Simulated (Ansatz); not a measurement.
The starting structures come from a database of crystals and need not be the phases stable at ambient conditions.

Inside the gap of an insulator the Bloch states are evanescent, with a wavenumber k + iκ along the transport direction.

Given:

```
CELL_PARAMETERS angstrom
      5.52685     0.00000     0.00000
     -2.76342     5.49387     0.08295
      0.00000    -2.73221     4.66706
ATOMIC_POSITIONS crystal
  Si 0.25000 0.00000 0.00000
  Si 0.75000 0.00000 0.00000
  S  0.88072 0.76144 0.66384
  S  0.11928 0.23856 0.33616
  S  0.61928 0.23856 0.90240
  S  0.38072 0.76144 0.09760
```

Space group of this cell: Ibam. The cell was relaxed by PBE-D3(BJ).

Transport runs along the normal of the first two printed cell vectors.

The gap is the functional's own, uncorrected, and κ follows it; spin-orbit coupling is left out. Mid-gap values are interpolated between the computed energies.

Q: Estimate the band gap and the smallest decay constant κ at mid-gap that r2SCAN in Ansatz (a first-principles code) returns for this system.

A: Gap 3.04 eV on a 6×6×6 mesh; κ = 0.345 1/Å, at the zone centre.
